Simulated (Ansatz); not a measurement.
**Short convergence ladders for Sr2GaSi (Amm2, 4 atoms in the cell)**

```
CELL_PARAMETERS angstrom
      4.24356     0.00000     0.00000
      0.00000     2.36850     5.90912
      0.00000    -2.36850     5.90912
ATOMIC_POSITIONS crystal
  Sr 0.50000 0.64347 0.64347
  Sr 0.00000 0.35878 0.35878
  Ga 0.50000 0.93840 0.93840
  Si 0.00000 0.06359 0.06359
```

Base method: LDA (PW92), default PAW files made with PBE (plane waves; Ansatz, a program for electronic structure).

Base settings: basis.ecutwfc = 30.9 Ry; kpoints.mp_grid.grid = 5 5 5; hamiltonian.xc = lda; hamiltonian.pseudopotentials = {kind: paw} (the program's default PAW files); scf.occupations.method = gaussian; scf.occupations.width = 0.0073 Ry.

The count of work is k-points × plane waves × bands × iterations; it is no time. Core times come from one kind of shared machine, to one figure; runs under 30 s give none.

**The cutoff for other potential files**

Level: DFT, LDA (PW92), plane waves, harder PAW files (source: ansatz) made with PBE.

In this ladder: hamiltonian.pseudopotentials = {kind: paw, source: ansatz}.

The second cell is the first with its lattice scaled by 0.98.

The mesh stays at the base's, so the ladder's end is converged at best in this setting alone.

The first pressure column holds Ansatz's estimate of the finite-basis (Pulay) stress, which hides part of the cutoff error; the other is without it.

Only quantities that move along the ladder and can be compared are tabulated.

```tsv
basis.ecutwfc	free energy less the last step's (meV/atom)	energy of the compressed cell less the first (meV/atom)	pressure (GPa)	pressure without the Pulay estimate (GPa)	largest difference of a force vector from the last step's (eV/Å)	count of work / last	core time / last (rough)
33.8 Ry	10572.72	-55.13	-4.06	-322.41	0.106	0.12	–
41.2 Ry	1679.86	-25.63	-3.29	-65.59	0.013	0.14	–
52.6 Ry	88.25	-23.06	-3.20	-7.71	0.001	0.21	–
63.6 Ry	3.84	-23.25	-3.19	-3.45	0.000	0.28	–
75 Ry	0.43	-23.27	-3.19	-3.20	0.000	0.35	0.4
90 Ry	0.22	-23.27	-3.19	-3.20	0.000	0.46	0.4
112.5 Ry	0.08	-23.27	-3.19	-3.20	0.000	0.65	0.6
149.9 Ry	0.00	-23.27	-3.19	-3.20	0.000	1.0	1
```

Coarsest basis.ecutwfc that holds the forces within 0.02 eV/Å of the last step, with all finer ones: 41.2 Ry, at 0.14 of the last step's count of work; the step before is off by 0.11 eV/Å.

Coarsest basis.ecutwfc that holds the free energy within 5 meV/atom of the last step, with all finer ones: 63.6 Ry, at 0.28 of the last step's count of work; the step before is off by 88 meV/atom.

Coarsest basis.ecutwfc that holds the pressure without the Pulay estimate within 0.5 GPa of the last step, with all finer ones: 63.6 Ry, at 0.28 of the last step's count of work; the step before is off by 4.5 GPa.

The energy difference between the two cells stays within 1 meV/atom of the last step's from 52.6 Ry on, the total only from 75 Ry on: much of the error is common to both cells and cancels.

At the lowest cutoff the pressure without the Pulay estimate lies 319 GPa under the last step's, the usual sign of Pulay stress in an incomplete plane-wave basis.

**The density cutoff**

The mesh stays at the base's, so the ladder's end is converged at best in this setting alone.

Only quantities that move along the ladder and can be compared are tabulated.

```csv
basis.ecutrho_ratio,free energy less the last step's (meV/atom),pressure (GPa)
2,-4.27,-3.05
3,-0.06,-3.19
4,0.00,-3.19
5,0.00,-3.19
6,0.00,-3.19
8,0.00,-3.19
10,0.00,-3.19
12,0.00,-3.19
16,0.00,-3.19
```

Coarsest basis.ecutrho_ratio that holds the free energy within 0.5 meV/atom of the last step, with all finer ones: 3; the step before is off by 4.3 meV/atom.

Coarsest basis.ecutrho_ratio that holds the pressure within 0.05 GPa of the last step, with all finer ones: 3; the step before is off by 0.14 GPa.

**The relaxed cell against the cutoff**

On Sr2GaSi (Amm2, 4 atoms in the cell): atoms on their sites.

In this ladder: relax = cell and atoms.

The mesh stays at the base's, so the ladder's end is converged at best in this setting alone.

Only quantities that move along the ladder and can be compared are tabulated.

| basis.ecutwfc | relaxed volume (Å³/atom) | relaxation steps | core time / last (rough) |
|---|---|---|---|
| 15.4 Ry | 27.375 | 39 | 0.9 |
| 18.4 Ry | 27.395 | 24 | 0.7 |
| 21.7 Ry | 27.433 | 14 | 0.6 |
| 26.1 Ry | 27.383 | 7 | 0.4 |
| 30.9 Ry | 27.384 | 5 | 0.4 |
| 37.1 Ry | 27.380 | 5 | 0.4 |
| 46.3 Ry | 27.380 | 5 | 0.6 |
| 61.7 Ry | 27.380 | 5 | 1 |

Coarsest basis.ecutwfc that holds the relaxed volume within 0.027 Å³/atom of the last step, with all finer ones: 26.1 Ry, at about 0.4 of the last step's time; the step before is off by 0.053 Å³/atom.

On the base run: the starting cell comes from a database of computed structures (which also holds hypothetical and non-ambient phases and stackings), without a prior relaxation at this level. Its lattice was rescaled by up to half a per cent. One atom was moved a little off its site on purpose.

Keys are those of Ansatz 0.2.
